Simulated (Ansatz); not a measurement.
Response to strain in Hf

Base system: Hf in the hcp (Mg type) structure (space group P6_3/mmc, No. 194; a = 3.158 Å, c = 5.004 Å; relaxed with 0.1 eV smearing).

Strains are applied to the cell and any free atomic positions relax.

The values are results of DFT with PBEsol, PAW potentials and a 420 eV plane-wave cutoff in Ansatz (a program for electronic structure), no spin-orbit coupling, earlier PAW set, not measurements.

Notes on the quantities. energy relative to the base: free energy F.

```json
[
 {"isotropic strain (%)": "-1.98", "energy relative to the base (meV/atom)": "28.3"},
 {"isotropic strain (%)": "0", "energy relative to the base (meV/atom)": "0.0"},
 {"isotropic strain (%)": "0.74", "energy relative to the base (meV/atom)": "?"},
 {"isotropic strain (%)": "5.08", "energy relative to the base (meV/atom)": "156.9"},
 {"isotropic strain (%)": "5.25", "energy relative to the base (meV/atom)": "167.0"}
]
```

Problem. Fit ΔE = Aε² + Bε³ (ε in %) to the rows shown and predict the withheld row.

Solution. Least squares on the printed values gives A = 6.90 and B = -0.16 meV/atom (largest residual 0.1 meV/atom); this predicts 3.7 meV/atom, and the run gives 3.7 meV/atom, in agreement.

Stability against distortions was not tested. The final runs are not spin-polarised.
